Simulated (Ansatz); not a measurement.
Cu: pressure 2.1 GPa

The parent structure is Cu in the fcc (Cu type) structure (space group Fm-3m, No. 225; a = 3.6297 Å).

Modification: a hydrostatic pressure of 2.1 GPa.

Method: DFT with PBE, PAW potentials and a 420 eV plane-wave cutoff in Ansatz (an electronic-structure program), scalar-relativistic without spin-orbit coupling. k-mesh 22×22×22 (Γ-centred); smearing 0.05 eV (Fermi–Dirac).

| quantity | base | changed | shift |
|---|---|---|---|
| volume per atom | 11.96 Å³ | 11.78 Å³ | -0.172 Å³ |
| density | 8.83 g/cm³ | 8.96 g/cm³ | +0.13 g/cm³ |
| lattice parameter a | 3.630 Å | 3.612 Å | -0.0175 Å |
| enthalpy H = E + PV relative to the base's energy | – | +0.16 eV/atom | – |
| band gap | zero | zero | – |

Final structure:

```
Cu
1.0
    0.00000     1.80611     1.80611
    1.80611     0.00000     1.80611
    1.80611     1.80611     0.00000
Cu
1
Direct
  0.00000   0.00000   0.00000
```

Cost of the whole job for the changed cell (relaxation, final SCF and bands): around 9 core-seconds (rough).

Load acts through the strain it causes; cell and atoms are relaxed under it. No phonon test of stability was made. All final runs are without spin polarisation.
